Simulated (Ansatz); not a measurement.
## Pressure series in KTaO3

Consider KTaO3 in the cubic perovskite structure (space group Pm-3m, No. 221; a = 4.0232 Å).

Cell and atoms are relaxed at each pressure.

Level of theory: PBE (Ansatz, an electronic-structure program, PAW, scalar-relativistic without spin-orbit coupling), earlier PAW set.

| pressure (GPa) | volume per atom (Å³/atom) |
|---|---|
| -2 | 13.165 |
| -1 | 13.093 |
| 0 | 13.024 |
| 3 | 12.826 |
| 7 | 12.585 |
| 15 | ? |
| 50 | 10.897 |
| 75 | 10.288 |
| 100 | 9.809 |

Fit the third-order Birch–Murnaghan form P(V) = (3B₀/2)[(V₀/V)^(7/3) − (V₀/V)^(5/3)]·[1 + (3/4)(B₀′ − 4)((V₀/V)^(2/3) − 1)] (squares taken in P) to the rows shown and predict the withheld row.

Least squares on the printed values gives V₀ = 13.023 Å³/atom, B₀ = 191 GPa, B₀′ = 4.3; this predicts 12.168 Å³/atom, and the run gives 12.165 Å³/atom, 0.003 lower.

Measured bulk modulus of KTaO3: 220 GPa (temperature not stated; as listed in S. Tinte et al., Phys. Rev. B (1998)); the computed value is for a static lattice, so the two differ by thermal effects too.

Load acts through the strain it causes; cell and atoms are relaxed under it. No phonon test of stability was made. Competing high-pressure phases were not computed.
